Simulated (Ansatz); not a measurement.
The starting structures come from a database of crystals and need not be the phases stable at ambient conditions.

 Where the default PAW files enter, the runs use the earlier of Ansatz's two default sets.

Consider the following.

```yaml
crystal:
  lattice:
    - [3.30779, 0.00000, 0.00000]
    - [-1.65390, 2.86463, 0.00000]
    - [0.00000, 0.00000, 4.98288]
  atoms:
    - { symbol: Mg, position: [0.33333, 0.66667, 0.00216] }
    - { symbol: Mg, position: [0.66667, 0.33333, 0.50216] }
    - { symbol: O, position: [0.33333, 0.66667, 0.40244] }
    - { symbol: O, position: [0.66667, 0.33333, 0.90244] }
```

Space group of this cell: P6_3mc, wurtzite. The cell is taken as given.

These are r2SCAN (plane waves, PAW; Ansatz, a quantum-chemistry and plane-wave program) values and carry that method's errors.

The current runs along the normal of the first two printed vectors; no spin-orbit coupling. Scaled by the factor s: all lengths (ions clamped). Meshes 12×12×6 and 12×12 across the current in all rows.

| s | mean pressure (GPa) | band gap (eV) |
|---|---|---|
| 0.98 | 8.3 | 4.51 |
| 1.00 | -0.3 | 4.15 |
| 1.02 | -6.9 | ? |

**Question.** Take the slope of the band gap against ln s from the two given rows, extrapolate to s = 1.02, and say what the run there gives.

**Answer.** Slope = (4.51 − 4.15) / ln 0.98 = -17.8 eV. The line gives 4.15 + (-17.8) × ln 1.02 = 3.80 eV. The run gives 3.82 eV, 0.02 eV over the line, 6 % of the predicted step.
